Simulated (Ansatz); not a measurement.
Levels about the gap of amorphous Si24C40 (64 atoms in a cell of 720 Å³, 2.66 g/cm³; zone centre alone, so wide bands show as single levels with stretches between that a denser mesh fills), at the geometry that PBE relaxed, where it gives -5.3 GPa on a denser mesh. The participation number counts the atoms over which a state spreads; weights are charges in smoothed Voronoi cells. The levels come from a single point, so bond lengths are those of that geometry. Method of the levels: PBE, scalar-relativistic without spin-orbit coupling (Ansatz, a program for electronic structure). Sampling: the zone centre alone; Fermi-Dirac width 0.05 eV; no spin polarisation. So small a spacing is near the smearing width and the bands' dispersion over the mesh, so it is a value of this cell and mesh.

The cell was made by melting and quenching with the CHGNet potential and then relaxed with DFT. The hot cell started wider than the set density and was brought back towards it in steps. It is the lowest in DFT energy of 2 quenches. It is a model cell: composition and starting density were chosen by hand, and all elements were melted together. No dispersion term was used. A short ab initio anneal came between quench and relaxation. Its density started from a set value of 2.66 and ended at 2.66 g/cm³. The quench (nominally 210 K/ps over its main leg) was far faster than any real one, so the model tends to hold more defects than a real film. One small periodic cell is one sample of the glass; other quenches scatter about these values. The volume was held where the preparation left it and the shape relaxed, at a PBE pressure of -5.3 GPa (tension). Stress components on the final sampling reach 6.9 GPa. On a 2×2×2 Γ-centred mesh force components of up to 0.29 eV/Å stay, since the relaxation ran on one k-point at (1/4, 1/4, 1/4). Cycles of charging lowered its energy after that relaxation.

| E - E(highest filled), eV | filling | participation number | largest on | weight C | weight Si |
|---|---|---|---|---|---|
| -0.90 | filled | 41.2 | C, 3 neighbours | 0.68 | 0.32 |
| -0.77 | filled | 41.0 | Si, 4 neighbours | 0.59 | 0.41 |
| -0.75 | filled | 40.6 | Si, 4 neighbours | 0.63 | 0.37 |
| -0.54 | filled | 24.7 | C, 4 neighbours | 0.62 | 0.38 |
| -0.26 | filled | 17.7 | C, 3 neighbours | 0.70 | 0.30 |
| -0.07 | filled | 23.0 | C, 3 neighbours | 0.71 | 0.29 |
| 0.00 | filled | 22.9 | Si, 3 neighbours | 0.58 | 0.42 |
| 0.31 | empty | 24.2 | Si, 5 neighbours | 0.62 | 0.38 |
| 0.84 | empty | 21.9 | C, 3 neighbours | 0.65 | 0.35 |
| 0.94 | empty | 23.9 | C, 3 neighbours | 0.62 | 0.38 |
| 1.23 | empty | 35.3 | Si, 5 neighbours | 0.53 | 0.47 |
| 1.42 | empty | 21.7 | Si, 5 neighbours | 0.49 | 0.51 |
| 1.58 | empty | 35.6 | C, 3 neighbours | 0.57 | 0.43 |
| 1.65 | empty | 39.8 | C, 3 neighbours | 0.59 | 0.41 |

Most localised among these is the filled level at -0.26 eV, on a C atom, which has 3 neighbours (C 1.49 Å, Si 1.84 Å, Si 1.85 Å).
